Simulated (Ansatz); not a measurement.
A 32-atom cell of Ga(As,Sb) started in the zinc blende structure, site fractions As 0.500, Sb 0.500, short-range order 0.00 among the nearest mixed sites (0 is random, a negative value favours unlike neighbours), space group C2 at the end. The mixed sublattice has 16 sites.

The mixing enthalpy is taken against the end members in the zinc blende type, relaxed in the same cell and mesh.

Computed with PBE (plane waves to 420 eV, PAW; Ansatz, a quantum-chemistry and plane-wave program). Spin–orbit coupling is left out; with elements this heavy it can move edges by tenths of an eV. Its k-point mesh 3×3×3, Fermi–Dirac width 0.01 eV.

```tsv
cell	energy at zero smearing (eV)
GaAs	-138237.745
GaSb	-164285.421
Ga2AsSb	-151260.964
```

Task: Work out the mixing enthalpy per mixed site and the interaction parameter Ω of a regular solution.

Result: With x = 8/16 of the second end member, ΔH = [-151260.964 − 8/16 × (-138237.745) − 8/16 × (-164285.421)] / 16 = 38.7 meV against the separate end members. Ω = ΔH / x(1 − x) = 155 meV.
